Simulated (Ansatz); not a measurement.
# Effect of pressure −2 GPa on BP

Take BP in the zinc blende structure (space group F-43m, No. 216; a = 4.5484 Å) as the base.

The change: hydrostatic tension (pressure −2 GPa).

Calculations: PBE (Ansatz, a program for electronic structure, PAW, no spin-orbit coupling). Settings: 12×12×12 k-points, 0.05 eV Fermi–Dirac smearing.

| quantity | base | changed | shift |
|---|---|---|---|
| volume per atom | 11.76 Å³ | 11.91 Å³ | +0.15 Å³ |
| band gap | 1.25 eV | 1.27 eV | +0.02 eV |
| gap character | indirect, Γ → Γ–X (83 % along) | indirect, Γ → Γ–X (83 % along) | – |
| smallest direct gap | 3.39 eV | 3.38 eV | -0.018 eV |
| width of the top valence band | 5.43 eV | 5.36 eV | -0.07 eV |
| electron mass | 1.3 mₑ along k, 0.23 mₑ across (off the special points) | 1.3 mₑ along k, 0.23 mₑ across (off the special points) | – |

Final structure:

```
BP
1.0
    0.00000     2.28375     2.28375
    2.28375     0.00000     2.28375
    2.28375     2.28375     0.00000
B P
1 1
Direct
  0.00000   0.00000   0.00000
  0.25000   0.25000   0.25000
```

Load acts through the strain it causes; cell and atoms are relaxed under it. Masses are band curvatures over ±0.01 Å⁻¹ around the edge. Along k means along the line from Γ to the band edge. Whether these cells are dynamically stable was not tested.
